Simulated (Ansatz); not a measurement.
A working Ansatz (a program for electronic structure) input for TlHgI3 (P6_3/mmc, 10 atoms in the cell) (DFT, PBE, plane waves, default PAW files):

Ansatz 0.2 input:
```yaml
# TlHgI3
crystal:
  lattice:
    - [8.714216, 0.000000, 0.000000]
    - [-4.357108, 7.546733, 0.000000]
    - [0.000000, 0.000000, 7.445005]
  atoms:
    - { symbol: Tl, position: [0.333333, 0.666667, 0.750000] }
    - { symbol: Tl, position: [0.666667, 0.333333, 0.250000] }
    - { symbol: Hg, position: [0.000000, 0.000000, 0.000000] }
    - { symbol: Hg, position: [0.000000, 0.000000, 0.500000] }
    - { symbol: I, position: [0.146200, 0.292400, 0.250000] }
    - { symbol: I, position: [0.707600, 0.853800, 0.250000] }
    - { symbol: I, position: [0.146200, 0.853800, 0.250000] }
    - { symbol: I, position: [0.853800, 0.707600, 0.750000] }
    - { symbol: I, position: [0.292400, 0.146200, 0.750000] }
    - { symbol: I, position: [0.853800, 0.146200, 0.750000] }
basis:
  ecutwfc: 30.9 Ry
kpoints:
  mp_grid: { grid: [3, 3, 3] }
hamiltonian:
  xc: pbe
  pseudopotentials: { kind: paw }
scf:
  occupations: { method: fermi_dirac, width: 0.0073 Ry }
output:
  forces: true
  eigenvalues: true
  stress: true
```

The run converged in 8 iterations: free energy E − TS (on the zero of these files) -95594.5184 eV; gap on the k-point mesh 0.87 eV; pressure 2.25 GPa; largest force (vector length) 1.531 eV/Å. Each of these slips is then made, one at a time:

(1)
```diff
+  convergence: { dr2_threshold: 1.0e+00 eV }
```

(2)
```diff
+  max_iter: 4
```

**Question.** How does each altered input end?

**Answer.** 
(1) A convergence threshold that is too loose. The run converged in 6 iterations, and against the sound input the free energy is nearly the same (within 1 meV/atom), the pressure stays at 2.25 GPa, the largest force stays at 1.531 eV/Å and the gap on the mesh stays at 0.867 eV. The full log also holds (shortened here): “iter 2 did not close the SCF: its close was put off for the readings that it lacked (scf_convergence_deferred on its scf_iter line)” and “iter 3 did not close the SCF: its close was put off for the readings that it lacked (scf_convergence_deferred on its scf_iter line)”.

(2) An iteration limit that is too low. The run ended unconverged after 4 iterations.
```
did not converge after 4 iterations: dr2 = 6.84e-4 (threshold 1.00e-7), under the density mixer `msr1`, which `scf.mixing.algorithm: auto` chose by the deck's other keys (type `scf.mixing.algorithm: msr1` to keep it); raise `scf.max_iter`, which need not help a stalled SCF, or adjust the mixing (`scf.mixing`) or, under a smearing, its width (`scf.o [...]
```

The starting cell was generated: these elements placed on a structure prototype, without a prior relaxation; it need not be a known phase or ordering of this composition. Spin-orbit coupling is off. In the base run, forces exceed 1 eV/Å. Ansatz's pressure includes its estimate of the finite-basis (Pulay) stress.

Left out of this page: 2 runs of the series outside the window shown, repeating another row's setting, or not comparable; 1 run of the series stopped by limits of time or memory.
